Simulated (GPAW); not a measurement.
**Worked example: self-consistent single point of LaGe₃Os (I4mm, 5 atoms in the cell) in GPAW**

Computed with LDA (Perdew-Wang 92), GPAW PAW datasets LDA (gpaw-data 1.0.1) (plane waves; GPAW 25.7.0).

The input file:

```python
from ase import Atoms
from ase.units import GPa
from gpaw import GPAW

atoms = Atoms(['La', 'Ge', 'Ge', 'Ge', 'Os'],
              cell=[[-2.224455, 2.224455, 5.090515],
                    [2.224455, -2.224455, 5.090515],
                    [2.224455, 2.224455, -5.090515]],
              scaled_positions=[[0.998340, 0.998340, 0.000000],
                                [0.425640, 0.425640, 0.000000],
                                [0.259660, 0.759660, 0.500000],
                                [0.759660, 0.259660, 0.500000],
                                [0.658690, 0.658690, 0.000000]],
              pbc=True)

calc = GPAW(mode={'name': 'pw', 'ecut': 850},
            xc='LDA',
            kpts={'size': (6, 6, 6), 'gamma': True},
            occupations={'name': 'fermi-dirac', 'width': 0.1},
            nbands=-13,
            convergence={'density': 1e-05},
            symmetry={'symmorphic': False, 'tolerance': 0.0005},
            maxiter=120)

atoms.calc = calc

energy = atoms.get_potential_energy()
print('Energy (eV):', round(energy, 6))
forces = atoms.get_forces()
print('Forces (eV/Ang):')
print(forces.round(5))
stress = atoms.get_stress()
print('Stress (GPa, Voigt):', (stress / GPa).round(4))
```

Output (repeated stretches shortened):

```
Input parameters:
  convergence: {density: 1e-05}
  kpts: {gamma: True,
         size: (6, 6, 6)}
  maxiter: 120
  mode: {ecut: 850,
         name: pw}
  nbands: -13
  occupations: {name: fermi-dirac,
                width: 0.1}
  symmetry: {symmorphic: False,
             tolerance: 0.0005}

species:
  La:
    name: Lanthanum
    Z: 57.0
    valence: 11
    core: 46
    charge: 0.0
    file: La.LDA.gz

    # Using partial waves for La as LCAO basis

  Ge:
    name: Germanium
    Z: 32.0
    valence: 4
    core: 28
    charge: 0.0
    file: Ge.LDA.gz

    # Using partial waves for Ge as LCAO basis

  Os:
    name: Osmium
    Z: 76.0
    valence: 14
    core: 62
    charge: 0.0
    file: Os.LDA.gz

    # Using partial waves for Os as LCAO basis

Reference energy: -870649.227504  # eV

Spin-paired calculation

Convergence criteria:
 Maximum [total energy] change in last 3 cyles: 0.0005 eV / valence electron
 Maximum integral of absolute [dens]ity change: 1e-05 electrons / valence electron
 Maximum integral of absolute [eigenst]ate change: 4e-08 eV^2 / valence electron
 Maximum number of scf [iter]ations: 120

Symmetries present (total): 8
Symmetries with fractional translations: 0
216 k-points: 6 x 6 x 6 Monkhorst-Pack grid + [1/12,1/12,1/12]
30 k-points in the irreducible part of the Brillouin zone
       k-points in crystal coordinates                weights
   0:     0.00000000    0.00000000    0.00000000          1/216
   1:     0.16666667   -0.16666667    0.00000000          4/216
   2:     0.16666667   -0.16666667    0.16666667          4/216
   [... 7 lines left out ...]
          ...
  29:     0.50000000    0.50000000    0.50000000          1/216

Wave functions: Plane wave expansion
  Cutoff energy: 850.000 eV
  Number of coefficients (min, max): 5640, 5704
  Pulay-stress correction: 0.000000 eV/Ang^3 (de/decut=0.000000)

Occupation numbers: Fermi-Dirac:
  width: 0.1000  # eV

Eigensolver

Densities:
  Coarse grid: 42*42*42 grid
  Fine grid: 84*84*84 grid
  Total Charge: 0.000000

Density mixing:
  Method: separate
  Backend: pulay
  Linear mixing parameter: 0.05
  old densities: 5
  Damping of long wavelength oscillations: 50

Hamiltonian:
  XC and Coulomb potentials evaluated on a 84*84*84 grid
  External potential:
    NoExternalPotential

Number of atoms: 5
Number of atomic orbitals: 44
Number of bands in calculation: 31
Number of valence electrons: 37
Bands to converge: occupied

Density initialized from atomic densities
  31 bands from LCAO basis set

Atomic positions and initial magnetic moments

Positions:
   0 La     0.000000   -0.000000   10.164129    ( 0.0000,  0.0000,  0.0000)
   1 Ge     0.000000   -0.000000    4.333454    ( 0.0000,  0.0000,  0.0000)
   2 Ge     2.224455    0.000000    2.643606    ( 0.0000,  0.0000,  0.0000)
   3 Ge     0.000000    2.224455    2.643606    ( 0.0000,  0.0000,  0.0000)
   4 Os    -0.000000    0.000000    6.706143    ( 0.0000,  0.0000,  0.0000)

Unit cell:
           periodic     x           y           z      points  spacing
  1. axis:    yes   -2.224455    2.224455    5.090515    42     0.0971
  2. axis:    yes    2.224455   -2.224455    5.090515    42     0.0971
  3. axis:    yes    2.224455    2.224455   -5.090515    42     0.0749

  Lengths:   5.984124   5.984124   5.984124
  Angles:  136.355784 136.355784  63.430765

Effective grid spacing dv^(1/3) = 0.1108

     iter     time        total  log10-change:
                         energy   eigst   dens
iter:   1 --:--:--   -37.172829
iter:   2 --:--:--   -36.945275   -0.83  -1.12
iter:   3 --:--:--   -36.618268   -0.70  -1.17
iter:   4 --:--:--   -36.488256   -1.77  -1.34
iter:   5 --:--:--   -36.474156   -1.59  -1.47
iter:   6 --:--:--   -36.484163c  -1.70  -1.95
iter:   7 --:--:--   -36.468531c  -1.90  -1.83
iter:   8 --:--:--   -36.441514   -3.21  -2.13
iter:   9 --:--:--   -36.450863   -3.49  -2.41
iter:  10 --:--:--   -36.434239c  -2.37  -2.22
iter:  11 --:--:--   -36.433519c  -3.58  -2.62
iter:  12 --:--:--   -36.433159c  -4.35  -2.97
iter:  13 --:--:--   -36.433095c  -4.85  -3.00
iter:  14 --:--:--   -36.433042c  -5.24  -3.03
iter:  15 --:--:--   -36.432980c  -5.82  -3.09
   [... 5 lines left out ...]
iter:  21 --:--:--   -36.432825c  -6.75  -3.92
iter:  22 --:--:--   -36.432826c  -6.78  -4.09
iter:  23 --:--:--   -36.432826c  -7.33  -4.18
iter:  24 --:--:--   -36.432822c  -7.30  -4.23
iter:  25 --:--:--   -36.432823c  -7.26  -4.66
iter:  26 --:--:--   -36.432824c  -8.16c -4.81
iter:  27 --:--:--   -36.432824c  -8.72c -4.93
iter:  28 --:--:--   -36.432824c  -8.86c -5.21c

Converged after 28 iterations.

Dipole moment: (0.000000, -0.000000, 2.334126) |e|*Ang

Energy contributions relative to reference atoms: (reference = -870649.227504)

Kinetic:        +52.890463
Potential:      -46.204236
External:        +0.000000
XC:             -42.388631
Entropy (-ST):   -0.056239
Local:           -0.702300
SIC:             +0.000000
--------------------------
Free energy:    -36.460943
Extrapolated:   -36.432824

Showing only first 2 kpts
 Kpt  Band  Eigenvalues  Occupancy
  0    16      9.04106    1.99773
  0    17      9.04106    1.99773
  0    18      9.96049    0.16406
  0    19      9.96049    0.16406

  1    16      8.46196    1.99999
  1    17      9.00407    1.99843
  1    18      9.43155    1.89312
  1    19      9.85109    0.42125

Fermi level: 9.71898

No gap
No difference between direct/indirect transitions
Energy (eV): -36.432824

Forces in eV/Ang:
  0 La   -0.00000   -0.00000   -0.06310
  1 Ge    0.00000   -0.00000    0.14723
  2 Ge    0.00000    0.00000   -0.08514
  3 Ge    0.00000    0.00000   -0.08514
  4 Os    0.00000    0.00000    0.08597

Stress tensor:
     0.032681     0.000000     0.000000
     0.000000     0.032681     0.000000
     0.000000     0.000000     0.031689
Stress (GPa, Voigt): [5.236  5.236  5.0772 0.     0.     0.    ]
```

The run converged in 28 iterations. GPAW prints stress with tension positive.

The starting cell comes from a database of computed structures (which also holds hypothetical and non-ambient phases and stackings), without a prior relaxation at this level. Spin-orbit coupling is off. Spin polarisation is off. With a pressure of about -5 GPa the cell is away from its equilibrium volume at this level.

Cost on one core of a shared machine: roughly 6 min.
